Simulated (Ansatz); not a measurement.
The starting structures come from a database of crystals and need not be the phases stable at ambient conditions.

By PBEsol, the system below comes out a metal.

Crystal: SnSb (Fm-3m, rock salt, not sure to be the ambient phase, 2 atoms a cell, 28.9 Å³ an atom); planes in its conventional cell.

All values below come from PBEsol (plane waves, PAW; Ansatz, an electronic-structure program).

Ballistic conductance counts the channels of both spins, as a mean over 0.1 eV about the Fermi level; spin-orbit coupling is left out.

| plane | area (Å²) | G/A (10¹⁵ S/m²) |
|---|---|---|
| (001) | 18.8 | 0.74 |
| (111) | 16.3 | … |
| (110) | 26.6 | … |

### Question
What belongs in the gaps?

### Answer

- (111), G/A (10¹⁵ S/m²): 0.89
- (110), G/A (10¹⁵ S/m²): 0.85
